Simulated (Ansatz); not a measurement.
Band structure of KF (Fm-3m, 2 atoms in the cell).

```
CELL_PARAMETERS angstrom
      0.00000     2.67500     2.67500
      2.67500     0.00000     2.67500
      2.67500     2.67500     0.00000
ATOMIC_POSITIONS crystal
  K  0.00000 0.00000 0.00000
  F  0.50000 0.50000 0.50000
```

Computed with PBE (plane waves, PAW; Ansatz, a first-principles code).

Settings: kpoints.mp_grid.grid = 9 9 9; hamiltonian.xc = pbe; hamiltonian.pseudopotentials = {kind: paw} (the program's default PAW files); scf.occupations.method = fermi_dirac; scf.occupations.width = 0.01 eV; kpoints.band_path.npoints = 8.

The starting cell has typed, rounded lattice constants, without a prior relaxation at this level.

Question: Predict the gap along the standard path and the places of the band edges.

Answer: The gap along the path is 6.16 eV, direct at Γ to within 0.01 eV.

Levels in eV from the top of the valence band on the path, bands 5 to 11:
```json
[
 {"point": "Γ", "5": "-9.39", "6": "0.00", "7": "0.00", "8": "0.00", "9": "6.16", "10": "10.67", "11": "10.67"},
 {"point": "X", "5": "-9.59", "6": "-0.21", "7": "-0.06", "8": "-0.06", "9": "8.21", "10": "10.29", "11": "11.78"},
 {"point": "W", "5": "-9.47", "6": "-0.40", "7": "-0.16", "8": "-0.16", "9": "9.73", "10": "9.73", "11": "11.17"},
 {"point": "K", "5": "-9.53", "6": "-0.34", "7": "-0.19", "8": "-0.19", "9": "8.95", "10": "10.71", "11": "11.05"},
 {"point": "L", "5": "-9.42", "6": "-0.79", "7": "-0.34", "8": "-0.34", "9": "9.06", "10": "10.58", "11": "12.02"},
 {"point": "U", "5": "-9.53", "6": "-0.34", "7": "-0.19", "8": "-0.19", "9": "8.95", "10": "10.71", "11": "11.05"}
]
```

Keys are those of Ansatz 0.2.
